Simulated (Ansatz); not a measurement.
The starting structures come from a database of crystals and need not be the phases stable at ambient conditions.

By PBEsol, the system below comes out a metal.

Given:

```xyz
2
Lattice="3.2874 0.0000 0.0000 -1.6437 2.8470 0.0000 0.0000 0.0000 5.3608" Properties=species:S:1:pos:R:3 pbc="T T T"
Sb     0.0000     1.8980     1.3402
Sb     1.6437     0.9490     4.0206
```

Space group of this cell: P6_3/mmc, hcp (Mg type). The cell is strained (all lengths scaled by 0.98); by PBEsol its mean pressure is 3.0 GPa.

The current flows along the normal of the first two printed cell vectors, the (001) plane of the conventional cell. No spin-orbit coupling; the value is a mean over 0.1 eV about the Fermi level.

Question: Predict the ballistic conductance per area from PBEsol run with Ansatz (a program for electronic structure).

Answer: 1.2 × 10¹⁵ S/m² for both spins.
